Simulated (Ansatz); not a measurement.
The starting structures come from a database of crystals and need not be the phases stable at ambient conditions.

 Where the default PAW files enter, the runs use the earlier of Ansatz's two default sets.

Inside the gap of an insulator the Bloch states are evanescent, with a wavenumber k + iκ along the transport direction.

Data:

```yaml
crystal:
  lattice:
    - [3.30779, 0.00000, 0.00000]
    - [-1.65390, 2.86463, 0.00000]
    - [0.00000, 0.00000, 4.98288]
  atoms:
    - { symbol: Mg, position: [0.33333, 0.66667, 0.00216] }
    - { symbol: Mg, position: [0.66667, 0.33333, 0.50216] }
    - { symbol: O, position: [0.33333, 0.66667, 0.40244] }
    - { symbol: O, position: [0.66667, 0.33333, 0.90244] }
```

Space group of this cell: P6_3mc, wurtzite. The cell is taken as given.

Transport runs along the normal of the first two printed cell vectors, the (001) plane of the conventional cell.

The gap is the functional's own, uncorrected, and κ follows it; spin-orbit coupling is left out. Mid-gap values are interpolated between the computed energies.

Predict the band gap and the smallest decay constant κ at mid-gap from r2SCAN (Ansatz, a program for electronic structure).

Gap 4.15 eV on a 12×12×6 mesh; κ = 0.316 1/Å, at the zone centre.
